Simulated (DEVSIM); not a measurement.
Structure: abrupt Si p-n junction, at 250 K.

Layer 1 from the left is Si, thickness (μm) 0.560, Na (cm⁻³) 2.8e16, τn (s) 2.2e-5, τp (s) 2.2e-5. Layer 2 from the left is Si, thickness (μm) 4.60, Nd (cm⁻³) 4e17, τn (s) 2.2e-5, τp (s) 2.2e-5.

Left contact: ohmic. Right contact: ohmic. Voltage is applied to the left contact. Recombination: SRH at mid-gap, radiative. Mobility is μmin + (μ − μmin)/(1 + (N/Nref)^α).

Constants are typed, rounded textbook-type inputs, not results; the design itself was drawn at random and stands for no fabricated device. Values at 300 K; Nc and Nv go as T^1.5, mobilities as T to minus their exponent, the gap by Varshni's rule with the affinity fixed.

Si: gap (eV) 1.124, affinity (eV) 4.05, permittivity 11.7, Nc (cm⁻³) 2.86e19, Nv (cm⁻³) 3.1e19, μn (cm²/Vs) 1417, μp (cm²/Vs) 470, μn,min 52, μp,min 45, Nref,n 9.7e16, Nref,p 2.2e17, αn 0.68, αp 0.72, T exponent of μn 2.3, T exponent of μp 2.2, B (cm³/s) 4.7e-15, Varshni α (eV/K) 0.000473, Varshni β (K) 636.

Model (solved in DEVSIM): 1D drift-diffusion, Boltzmann statistics, complete ionisation; no tunnelling, impact ionisation, image-force lowering or self-heating.

Dark forward current:

```csv
|V| (V),|J| (A/cm²)
0.05,1.135e-12
0.10,6.684e-12
0.15,4.499e-11
0.20,3.722e-10
0.25,3.462e-9
0.30,3.378e-8
0.35,3.351e-7
0.40,3.342e-6
0.45,3.337e-5
0.50,0.0003332
0.55,0.003324
0.60,0.03311
0.65,0.3292
0.70,3.256
0.75,31.48
0.80,262.3
0.85,1294
0.90,3422
```

### Question
Work out the local ideality factor n = ΔV / (kT/q · ln(J2/J1)) between the rows 0.10 and 0.15 V, 0.40 and 0.45 V, 0.85 and 0.90 V.

### Answer
kT/q = 21.54 mV. From 0.10 to 0.15 V: ln(4.499e-11/6.684e-12) = 1.907, n = 1.22. From 0.40 to 0.45 V: ln(3.337e-5/3.342e-6) = 2.301, n = 1.01, near the 1 of diffusion or emission over a barrier. From 0.85 to 0.90 V: ln(3422/1294) = 0.972, n = 2.39.

### Question
Estimate the current at 0.45 V from the Shockley equation with J0 = Σ q ni² D/(N L) coth(W/L), τ joining the SRH, radiative and Auger lifetimes that are on, and W taken as the whole layer.

### Answer
ni² = 6.36e15 cm⁻⁶; electrons in the p layer: μ = 1530 cm²/Vs, D = 33.0 cm²/s, τ = 2.19e-5 s, L = 269 μm, W/L = 0.0021, term 2.14e-14 A/cm²; holes in the n layer: μ = 317 cm²/Vs, D = 6.83 cm²/s, τ = 2.11e-5 s, L = 120 μm, W/L = 0.038, term 3.79e-17 A/cm². J0 = 2.15e-14 A/cm², and J = J0 exp(qV/kT) = 2.54e-5 A/cm². The simulation gives 3.34e-5 A/cm²; the estimate lies 24 % below. The estimate leaves out recombination in the depletion region and that region's share of W.
